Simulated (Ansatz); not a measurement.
**Hypothetical P6_3/mmc SiS2: Si → Ru**

Take SiS2 in the 2H-MoS2 type structure (space group P6_3/mmc, No. 194; a = 3.2097 Å, c = 11.7677 Å; a hypothetical phase, not in the database extracts checked; layered, stacked along the Cartesian z axis) as the base.

Now apply this change: full substitution Si → Ru, then cell and atoms are relaxed.

All numbers come from PBE-D3(BJ), PAW, 420 eV (Ansatz, a quantum-chemistry and plane-wave program; no SOC), earlier PAW set. Γ-centred 16×16×5 mesh, Fermi–Dirac width 0.05 eV, for the changed cell.

The volume per atom falls by 0.31 Å³, from 17.50 Å³ to 17.19 Å³ and the density increases by 2.40 g/cm³ (2.92 g/cm³ → 5.32 g/cm³). The lattice parameter a rises by 0.069 Å to 3.279 Å and the c/a ratio drops by 0.2887, from 3.666 to 3.378. The space group remains P6_3/mmc (No. 194) and the shortest interatomic distance rises by 0.0105 Å to 2.367 Å. The band gap remains zero.

Final structure:

```
CELL_PARAMETERS angstrom
      3.27912     0.00000     0.00000
     -1.63956     2.83980     0.00000
      0.00000     0.00000    11.07569
ATOMIC_POSITIONS crystal
  Ru 0.33333 0.66667 0.25000
  Ru 0.66667 0.33333 0.75000
  S  0.33333 0.66667 0.62171
  S  0.66667 0.33333 0.12171
  S  0.66667 0.33333 0.37829
  S  0.33333 0.66667 0.87829
```

Cost of the whole job for the changed cell (relaxation, final SCF and bands): around 2.0 core-minutes (rough).

Whether these cells are dynamically stable was not tested. As relaxed here, RuS2 is a hypothetical phase, not in the database extracts checked. The final runs are not spin-polarised. RuS2 has a high density of states at the Fermi level and may be magnetic at this level. The zero or small gap of SiS2 can change with the level of theory.
